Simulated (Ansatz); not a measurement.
Base system: BP in the zinc blende structure (space group F-43m, No. 216; a = 4.4905 Å). Axes: x, y, z lie along the cube axes.

Computed with plane-wave PAW DFT at the LDA level (Ansatz, an electronic-structure program, 420 eV), without spin-orbit coupling.

Strains are applied to the cell and any free atomic positions relax.

One change was made to it. Results:

The valence-band top at Γ (three highest levels, from the VBM) changes from 0.00, 0.00, 0.00 eV to 0.00, -0.25, -0.25 eV; the band gap shrinks by 0.418 eV (1.14 eV → 0.73 eV).

Question: Name the change that was made.
A) uniaxial strain ε_zz = +1.50 %
B) uniaxial strain ε_zz = −2.50 %
C) uniaxial strain ε_zz = +3.00 %
D) uniaxial strain ε_zz = −2.00 %

Answer: B, uniaxial strain ε_zz = −2.50 %. For comparison, the band gap in the other runs: uniaxial strain ε_zz = +3.00 % gives 0.97 eV; uniaxial strain ε_zz = −2.00 % gives 0.81 eV; uniaxial strain ε_zz = +1.50 % gives 1.07 eV.

Stability against distortions was not tested.
